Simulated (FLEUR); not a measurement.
## Converging the k-point mesh: Rb (Im-3m, 1 atom in the cell)

```
CELL_PARAMETERS angstrom
     -2.83347     2.83347     2.83347
      2.83347    -2.83347     2.83347
      2.83347     2.83347    -2.83347
ATOMIC_POSITIONS crystal
  Rb 0.00000 0.00000 0.00000
```

Method of the run: LDA (Vosko-Wilk-Nusair), all-electron FLAPW (FLEUR), scalar-relativistic valence.

Base settings: Kmax = 3.8 1/bohr; GmaxXC = 13.3 1/bohr; xcFunctional = vwn; jspins = 1; l_soc = F; mode = hist; fermiSmearingEnergy = 0.00367493 Htr; mesh (inpgen div1-3) = 4 4 4; inpgen gamma flag = true; Gmax = 13.3 1/bohr.

Moved along: kpt_gamma.

The second cell is the first with its lattice scaled by 0.98.

Only quantities that move along the ladder and can be compared are tabulated.

The starting cell has typed, rounded lattice constants, without a prior relaxation at this level. Its lattice was rescaled by up to half a per cent. Values depend on the basis (sphere radii, cutoffs, local orbitals), which need not be converged.

Steps (kpt_div): 2 2 2; 3 3 3; 4 4 4; 5 5 5; 7 7 7; 9 9 9; 11 11 11; 13 13 13; 16 16 16; 18 18 18; 22 22 22; 27 27 27.

Question: What is the coarsest kpt_div that holds the free energy within 1 meV/atom of the last step, with all finer ones?

Answer: 11 11 11; the step before is off by 1.2 meV/atom.

Question: What is the coarsest kpt_div that holds the energy of the compressed cell less the first within 0.5 meV/atom of the last step, with all finer ones?

Answer: 7 7 7; the step before is off by 0.57 meV/atom.

```tsv
kpt_div	free energy less the last step's (meV/atom)	energy of the compressed cell less the first (meV/atom)
2 2 2	303.85	-18.93
3 3 3	-81.07	-15.55
4 4 4	36.00	-9.35
5 5 5	-6.69	-12.42
7 7 7	-2.01	-12.04
9 9 9	-1.18	-11.97
11 11 11	-0.42	-11.92
13 13 13	-0.05	-11.88
16 16 16	-0.02	-11.85
18 18 18	-0.01	-11.85
22 22 22	-0.01	-11.85
27 27 27	0.00	-11.85
```

The energy difference between the two cells stays within 1 meV/atom of the last step's from 5 5 5 on, the total only from 11 11 11 on: much of the error is common to both cells and cancels.
